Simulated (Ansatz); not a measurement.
Consider a 32-atom cell of (Ru,Mo) started in the hexagonal close-packed structure, site fractions Ru 0.500, Mo 0.500, short-range order 0.00 among the nearest mixed sites of the first mixed sublattice (0 is random, a negative value favours unlike neighbours), space group P1 at the end. Its start:

```yaml
crystal:
  lattice:
    - [1.88234, -7.67216, -4.46718]
    - [-1.84019, 7.68585, -4.47190]
    - [6.50468, 2.04020, 4.43346]
  atoms:
    - { symbol: Mo, position: [0.55990, 0.39772, 0.21063] }
    - { symbol: Ru, position: [0.30633, 0.52405, 0.09368] }
    - { symbol: Mo, position: [0.81204, 0.03569, 0.09181] }
    - { symbol: Ru, position: [0.31257, 0.02851, 0.59372] }
    - { symbol: Mo, position: [0.56400, 0.66231, 0.47207] }
    - { symbol: Mo, position: [0.05981, 0.15214, 0.46857] }
    - { symbol: Ru, position: [0.30063, 0.77445, 0.33476] }
    - { symbol: Ru, position: [0.81697, 0.28009, 0.34942] }
    - { symbol: Ru, position: [0.05231, 0.89882, 0.21316] }
    - { symbol: Ru, position: [0.56784, 0.16666, 0.97065] }
    - { symbol: Ru, position: [0.31739, 0.28587, 0.84001] }
    - { symbol: Ru, position: [0.56180, 0.89944, 0.71889] }
    - { symbol: Mo, position: [0.06298, 0.40945, 0.72110] }
    - { symbol: Ru, position: [0.80618, 0.53460, 0.59489] }
    - { symbol: Mo, position: [0.07458, 0.66716, 0.96951] }
    - { symbol: Mo, position: [0.81209, 0.78452, 0.84027] }
    - { symbol: Ru, position: [0.43782, 0.10344, 0.28614] }
    - { symbol: Mo, position: [0.19323, 0.21502, 0.15210] }
    - { symbol: Mo, position: [0.67917, 0.71532, 0.15400] }
    - { symbol: Ru, position: [0.18081, 0.70312, 0.64561] }
    - { symbol: Mo, position: [0.43688, 0.32754, 0.53723] }
    - { symbol: Mo, position: [0.95155, 0.85170, 0.53739] }
    - { symbol: Mo, position: [0.19456, 0.47116, 0.40412] }
    - { symbol: Mo, position: [0.67031, 0.96476, 0.40393] }
    - { symbol: Mo, position: [0.93638, 0.59387, 0.28861] }
    - { symbol: Ru, position: [0.44414, 0.85012, 0.03447] }
    - { symbol: Ru, position: [0.18254, 0.96156, 0.90135] }
    - { symbol: Mo, position: [0.43548, 0.59439, 0.78708] }
    - { symbol: Ru, position: [0.94091, 0.09840, 0.78221] }
    - { symbol: Ru, position: [0.69900, 0.22144, 0.66185] }
    - { symbol: Mo, position: [0.92643, 0.33980, 0.02917] }
    - { symbol: Ru, position: [0.70338, 0.48688, 0.91159] }
```

The numbers are results of PBE (plane waves to 420 eV, PAW; Ansatz, an electronic-structure program), not measurements. Scalar-relativistic, without spin–orbit coupling; the runs are not spin-polarised. Its k-point mesh 5×5×5, Fermi–Dirac width 0.05 eV.

Q: Predict the alloy's volume and bond lengths.

A: 
- volume per atom = 14.98 Å³
- Mo–Ru bonds (within 1.22 times the sum of covalent radii) = 2.862 Å on average, from 2.467 to 3.537 (108)
- Mo–Mo bonds (within 1.22 times the sum of covalent radii) = 2.920 Å on average, from 2.501 to 3.469 (58)
- Ru–Ru bonds (within 1.22 times the sum of covalent radii) = 2.811 Å on average, from 2.581 to 3.531 (52)
- check of the structure type = not passed: over a tenth of the atoms count other neighbours than the ideal type within 1.2 times their shortest bond (scaled by covalent radii), so no mixing enthalpy is given
